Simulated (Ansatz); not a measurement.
Where the default PAW files enter, the runs use the earlier of Ansatz's two default sets.

The decay constant κ of evanescent states in the gap governs leakage through a thin film.

Input:

```xyz
6
Lattice="5.3848 0.0000 0.0000 1.6631 5.1215 0.0000 1.6631 1.2085 2.1746" Properties=species:S:1:pos:R:3 pbc="T T T"
Mg     4.3555     3.1650     1.0873
Mg     0.0000     0.0000     0.0000
H      2.7961     2.0319     0.8506
H      5.9149     4.2982     1.3240
H      3.2225     4.7242     1.0873
H      5.4885     1.6059     1.0873
```

Space group of this cell: P4_2/mnm, rutile. The cell is taken as given.

Transport runs along the normal of the first two printed cell vectors, the (111) plane of the conventional cell.

The gap is the functional's own, uncorrected, and κ follows it; spin-orbit coupling is left out. Mid-gap values are interpolated between the computed energies.

Question: Give the band gap and the smallest decay constant κ at mid-gap that r2SCAN in Ansatz (a quantum-chemistry and plane-wave program) yields.

Answer: Gap 4.42 eV on a 14×14×14 mesh; κ = 0.296 1/Å, at the zone centre.
